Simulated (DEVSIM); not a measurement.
System: Schottky contact on n-type Si, at 400 K.

```
layer (left to right)  material  thickness (μm)  Nd (cm⁻³)   τn (s)   τp (s)
---------------------  --------  --------------  ---------  -------  -------
1                            Si            1.10     3.9e15  0.00035  0.00035
```

Left contact: Schottky, work function 4.94 eV, emission velocity 8.2e6 cm/s. Right contact: ohmic. Voltage is applied to the left contact. Recombination: SRH at mid-gap, radiative. Mobility is μmin + (μ − μmin)/(1 + (N/Nref)^α).

The device is made up for the run: typed textbook-type constants, with dimensions and the other settings drawn at random. Values at 300 K; Nc and Nv go as T^1.5, mobilities as T to minus their exponent, the gap by Varshni's rule with the affinity fixed.

```
parameter               Si
----------------  --------
gap (eV)             1.124
affinity (eV)         4.05
permittivity          11.7
Nc (cm⁻³)          2.86e19
Nv (cm⁻³)           3.1e19
μn (cm²/Vs)           1417
μp (cm²/Vs)            470
μn,min                  52
μp,min                  45
Nref,n              9.7e16
Nref,p              2.2e17
αn                    0.68
αp                    0.72
T exponent of μn       2.3
T exponent of μp       2.2
B (cm³/s)          4.7e-15
Varshni α (eV/K)  0.000473
Varshni β (K)          636
```

DEVSIM, 1D drift-diffusion, Boltzmann statistics, complete ionisation; no tunnelling, impact ionisation, image-force lowering or self-heating. Metal contacts follow the ideal Schottky-Mott rule: no Fermi-level pinning, no interface dipoles.

The metal work function was swept, all else fixed.

| metal work function (eV) | dark forward voltage at 1 A/cm² (V) | largest field in the device at zero bias (V/cm) | potential step across the device at zero bias (V) | dark forward voltage at 100 A/cm² (V) |
|---|---|---|---|---|
| 4.79 | 0.145 | 22000 | 0.418 | 0.340 |
| 4.84 | 0.192 | 24000 | 0.468 | 0.384 |
| 4.89 | 0.237 | 29000 | 0.518 | 0.421 |
| 4.94 | 0.272 | 43000 | 0.568 | 0.449 |
| 4.99 | 0.295 | 75000 | 0.618 | 0.472 |
| 5.04 | 0.305 | 140000 | 0.668 | 0.485 |
| 5.09 | 0.308 | 260000 | 0.718 | 0.491 |
| 5.14 | 0.309 | 440000 | 0.768 | 0.493 |

From the first row to the last the dark forward voltage at 1 A/cm² goes from 0.145 to 0.309. From the first row to the last the largest field in the device at zero bias goes from 22000 to 440000.
